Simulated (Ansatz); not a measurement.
Levels about the gap of amorphous Al₂₀O₂₄F₁₂ (56 atoms in a cell of 622 Å³, 3.07 g/cm³; zone centre alone, so wide bands show as single levels with stretches between that a denser mesh fills), at the geometry that PBE relaxed, where it gives 0.0 GPa on a denser mesh. The participation number counts the atoms over which a state spreads; weights are charges in smoothed Voronoi cells. The levels come from a single point, so bond lengths are those of that geometry. Method of the levels: PBE, scalar-relativistic without spin-orbit coupling (Ansatz, a quantum-chemistry and plane-wave program). Sampling: the zone centre alone; Fermi-Dirac width 0.02 eV; no spin polarisation. At PBE the levels at the filled edge of the gap are localised (band-tail or defect states), and the nearest spread-out levels lie 4.6 eV apart at the zone centre.

The cell was made by melting and quenching with the CHGNet potential and then relaxed with DFT. O and F atoms were pushed apart under 1.9 Å during the dynamics, to hinder bonds among them. The hot cell started wider than the set density and was brought back towards it in steps. It is the lowest in DFT energy of 2 quenches. It is a model cell: composition and starting density were chosen by hand, and all elements were melted together. No dispersion term was used. Its density started from a set value of 2.99 and ended at 3.07 g/cm³. Cooling (nominally 280 K/ps over its main leg) ran many orders faster than in experiment, which tends to leave more defects and strain. A cell of this size samples the disorder only roughly. The volume was free in the relaxation, at fixed shape. Stress components on the final sampling reach 2.1 GPa.

| E - E(highest filled), eV | filling | participation number | largest on | weight O | weight Al | weight F |
|---|---|---|---|---|---|---|
| -0.91 | filled | 12.7 | O, 3 neighbours | 0.90 | 0.06 | 0.04 |
| -0.83 | filled | 12.6 | O, 3 neighbours | 0.84 | 0.05 | 0.11 |
| -0.75 | filled | 16.3 | O, 3 neighbours | 0.89 | 0.05 | 0.07 |
| -0.71 | filled | 14.1 | O, 3 neighbours | 0.91 | 0.05 | 0.04 |
| -0.69 | filled | 12.6 | O, 3 neighbours | 0.89 | 0.05 | 0.06 |
| -0.56 | filled | 6.0 | O, 3 neighbours | 0.93 | 0.05 | 0.02 |
| 0.00 | filled | 2.9 | O, 3 neighbours | 0.94 | 0.04 | 0.01 |
| 3.87 | empty | 52.3 | Al, 4 neighbours | 0.43 | 0.37 | 0.20 |
| 6.28 | empty | 19.0 | Al, 5 neighbours | 0.48 | 0.42 | 0.10 |

Most localised among these is the filled level at +0.00 eV, on a O atom, which has 3 neighbours (Al 1.75 Å, Al 1.81 Å, Al 2.07 Å).
